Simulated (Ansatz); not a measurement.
Candidates (primitive cells; geometry: cell and atoms relaxed with PBEsol):
A. ZnS (F-43m), a = 3.7875 Å, b = 3.7875 Å, c = 3.7875 Å, α = 60.00°, β = 60.00°, γ = 60.00°
B. GaN (P6_3mc), a = b = 3.1826 Å, c = 5.1855 Å, α = β = 90.00°, γ = 120.00°
C. CdTe (F-43m), a = b = c = 4.5886 Å, α = β = γ = 60.00°
D. RbBr (Fm-3m), a = 4.839 Å, b = 4.839 Å, c = 4.839 Å, α = 60.00°, β = 60.00°, γ = 60.00°
E. MgS (Fm-3m), a = 3.6641 Å, b = 3.6641 Å, c = 3.6641 Å, α = 60.00°, β = 60.00°, γ = 60.00°

Q: Rank these by hole conductivity mass (highest first), as PBEsol with spin-orbit coupling, rigid bands in Ansatz (a quantum-chemistry and plane-wave program) gives it.

A: D (2.6 mₑ), B (1.54 mₑ), E (1.19 mₑ), A (0.84 mₑ), C (0.54 mₑ)

Masses are for dilute carriers at 300 K, harmonic means over directions unless an axis is named.

Formula and space group known from diffraction (Crystallography Open Database), not checked to be the room-temperature form: RbBr (Fm-3m).
